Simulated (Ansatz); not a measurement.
The starting structures come from a database of crystals and need not be the phases stable at ambient conditions.

The decay constant κ of evanescent states in the gap governs leakage through a thin film.

```
CELL_PARAMETERS angstrom
      6.53735     0.00000     0.00000
     -0.20876     7.20316     0.00000
      0.00405     2.87533     5.86926
ATOMIC_POSITIONS crystal
  V  0.91930 0.27560 0.11710
  V  0.08070 0.72440 0.88290
  Ag 0.61590 0.75830 0.11330
  Ag 0.38410 0.24170 0.88670
  Ag 0.62720 0.71570 0.62220
  Ag 0.37280 0.28430 0.37780
  As 0.84740 0.19120 0.65810
  As 0.15260 0.80880 0.34190
  O  0.61840 0.31260 0.60890
  O  0.38160 0.68740 0.39110
  O  0.81200 0.92460 0.77610
  O  0.18800 0.07540 0.22390
  O  0.98960 0.27840 0.40870
  O  0.01040 0.72160 0.59130
  O  0.99550 0.25650 0.83630
  O  0.00450 0.74350 0.16370
  O  0.20280 0.49050 0.00890
  O  0.79720 0.50950 0.99110
  O  0.72950 0.09750 0.21050
  O  0.27050 0.90250 0.78950
```

Space group of this cell: P-1. The cell is taken as given; by r2SCAN its mean pressure is -8.0 GPa.

Transport runs along the normal of the first two printed cell vectors.

No gap correction and no spin-orbit coupling; mid-gap values are interpolated between computed energies.

Problem. Give the band gap and the smallest decay constant κ at mid-gap that r2SCAN in Ansatz (a first-principles code) yields.

Solution. Gap 1.64 eV on a 6×6×6 mesh; κ = 0.397 1/Å, at (0.500, 0.250) of the in-plane reciprocal vectors. At the zone centre, at the nearest computed energy, the slowest state has κ = 0.42 1/Å.
